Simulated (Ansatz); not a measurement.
**A computed series for Hf: response to strain**

Take Hf in the hcp (Mg type) structure (space group P6_3/mmc, No. 194; a = 3.1174 Å, c = 4.9501 Å; relaxed with 0.1 eV smearing) as the base. Axes: x lies along a and z along c of the hexagonal cell.

Strains are applied to the cell and any free atomic positions relax.

Level of theory: LDA/PAW in Ansatz (an electronic-structure program), no spin-orbit coupling.

Notes on the quantities. energy relative to the base: free energy F; pressure: mean of the normal stresses, compression positive.

```json
[
 {"change": "base", "energy relative to the base": "0 meV/atom", "pressure": "0.0 GPa", "volume per atom": "20.83 Å³"},
 {"change": "uniaxial strain ε_xx = −2.00 %", "energy relative to the base": "+5.0 meV/atom", "pressure": "2.5 GPa", "volume per atom": "20.41 Å³"},
 {"change": "uniaxial strain ε_xx = −1.50 %", "energy relative to the base": "+2.8 meV/atom", "pressure": "1.8 GPa", "volume per atom": "20.52 Å³"},
 {"change": "uniaxial strain ε_xx = −1.00 %", "energy relative to the base": "+1.2 meV/atom", "pressure": "1.2 GPa", "volume per atom": "20.62 Å³"},
 {"change": "uniaxial strain ε_xx = +0.50 %", "energy relative to the base": "+0.3 meV/atom", "pressure": "-0.6 GPa", "volume per atom": "20.93 Å³"},
 {"change": "uniaxial strain ε_xx = +1.00 %", "energy relative to the base": "+1.2 meV/atom", "pressure": "-1.2 GPa", "volume per atom": "21.04 Å³"},
 {"change": "uniaxial strain ε_xx = +1.50 %", "energy relative to the base": "+2.6 meV/atom", "pressure": "-1.7 GPa", "volume per atom": "21.14 Å³"},
 {"change": "uniaxial strain ε_xx = +2.00 %", "energy relative to the base": "+4.6 meV/atom", "pressure": "-2.2 GPa", "volume per atom": "21.25 Å³"},
 {"change": "uniaxial strain ε_xx = +2.50 %", "energy relative to the base": "+7.2 meV/atom", "pressure": "-2.8 GPa", "volume per atom": "21.35 Å³"},
 {"change": "uniaxial strain ε_xx = +3.00 %", "energy relative to the base": "+10 meV/atom", "pressure": "-3.3 GPa", "volume per atom": "21.45 Å³"}
]
```

No phonon test of stability was made. All final runs are without spin polarisation.
